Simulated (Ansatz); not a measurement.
Take SnO in the litharge type structure (space group P4/nmm, No. 129; a = 3.8371 Å, c = 4.7586 Å; layered, stacked along the Cartesian z axis) as the base.

Perturbation: a negative pressure, −1 GPa.

Levels (all Ansatz, a first-principles code, PAW): PBE-D3(BJ) (420 eV, scalar-relativistic without spin-orbit coupling); r2SCAN (500 eV, no SOC).

The geometry is relaxed with PBE-D3(BJ).

| Quantity | Value |
|---|---|
| PBE-D3(BJ) smallest direct gap | 2.03 eV |
| PBE-D3(BJ) band gap | 0.21 eV |
| PBE-D3(BJ) width of the top valence band | 2.54 eV |

Task: What does r2SCAN give at this geometry for the smallest direct gap, band gap and width of the top valence band?

Result: The smallest direct gap increases by 0.34 eV (2.03 eV → 2.37 eV); the band gap rises by 0.14 eV to 0.35 eV; the width of the top valence band grows by 0.22 eV (2.54 eV → 2.76 eV).

Single points use the geometry relaxed with PBE-D3(BJ). Their cutoffs differ, which shifts pressures a little. Load acts through the strain it causes; cell and atoms are relaxed under it. No phonon test of stability was made. The final runs are not spin-polarised. A zero or small gap of SnO can be the functional's error rather than a property of the material.
